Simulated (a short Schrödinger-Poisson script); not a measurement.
Stack: MOS inversion layer, Al2O3 on p-type Si(100), at 300 K.

From the gate side: 1.4 nm Al2O3; 310 nm Si, acceptors 1.9e18 cm⁻³.

The device is made up for the run: typed textbook-type constants, with dimensions and the other settings drawn at random. Al2O3: permittivity 9, conduction-band edge (eV) 2.7, gap (eV) 6.8, electron mass (mₑ) 0.3. Si: permittivity 11.7, conduction-band edge (eV) 0, gap (eV) 1.124, Nv at 300 K (cm⁻³) 3.1e19.

Channel valleys (confinement mass, in-plane density-of-states mass, number): Δ2 0.916, 0.19, 2; Δ4 0.19, 0.417, 4. At the gate the conduction-band edge of layer 1 lies 2.82 eV − eVg above the Fermi level of the channel; the field vanishes at the back. Gaps are held at their typed values at every temperature. Mesh 0.03 nm at interfaces.

Solved with a short Schrödinger-Poisson script written for these runs: 1D Poisson equation in equilibrium, electrons quantum, Hartree (BenDaniel-Duke, 12 states a valley, the channel's in-plane mass for all, wave functions free to enter the dielectric), parabolic valleys, classical holes, full ionisation, no traps, pinning or gate leakage.

| Vg (V) | electrons (cm⁻²) | C (μF/cm²) | Δ2 E0 (meV from the Fermi level) | Δ4 E0 (meV from the Fermi level) |
|---|---|---|---|---|
| 0.2 | 2.84e9 | 0.391 | 193.9 | 269.6 |
| 0.25 | 1.55e10 | 0.444 | 149.9 | 226.7 |
| 0.3 | 7.84e10 | 0.710 | 107.6 | 185.6 |
| 0.35 | 3.09e11 | 1.40 | 71.3 | 150.8 |
| 0.4 | 8.12e11 | 2.17 | 44.9 | 126.1 |
| 0.45 | 1.54e12 | 2.67 | 26.5 | 109.7 |
| 0.5 | 2.40e12 | 2.97 | 12.6 | 97.9 |
| 0.55 | 3.34e12 | 3.16 | 1.5 | 88.9 |
| 0.6 | 4.34e12 | 3.30 | -8.1 | 81.5 |
| 0.65 | 5.38e12 | 3.40 | -16.5 | 75.2 |
| 0.7 | 6.45e12 | 3.48 | -24.2 | 69.7 |
| 0.75 | 7.54e12 | 3.55 | -31.3 | 64.7 |
| 0.8 | 8.65e12 | 3.61 | -38.0 | 60.1 |
| 0.85 | 9.79e12 | 3.66 | -44.3 | 55.9 |
| 0.9 | 1.09e13 | 3.70 | -50.4 | 52.0 |
| 0.95 | 1.21e13 | 3.74 | -56.2 | 48.2 |

Gate voltages with under 1e9 electrons/cm² are left out.

Q: At Vg = 0.95 V the lowest Δ2 subband lies at -56.2 meV from the Fermi level. How many electrons does it hold, and what share of all?

A: The two-dimensional density of states is g m/(πħ²) = 1.59e11 cm⁻² meV⁻¹ (both spins), kT = 25.9 meV, so n = D kT ln(1 + exp(−E/kT)) = 9.36e12 cm⁻², 0.77 of the 1.21e13 cm⁻² in all.

Q: Compare the slope of the sheet density between 0.85 and 0.95 V with the geometric capacitance of the layers between gate and channel.

A: q Δn/ΔV = 3.70 μF/cm²; ε0/Σ(t/ε) = 5.69 μF/cm². The ratio is 0.65: the channel acts as a further capacitance in series.
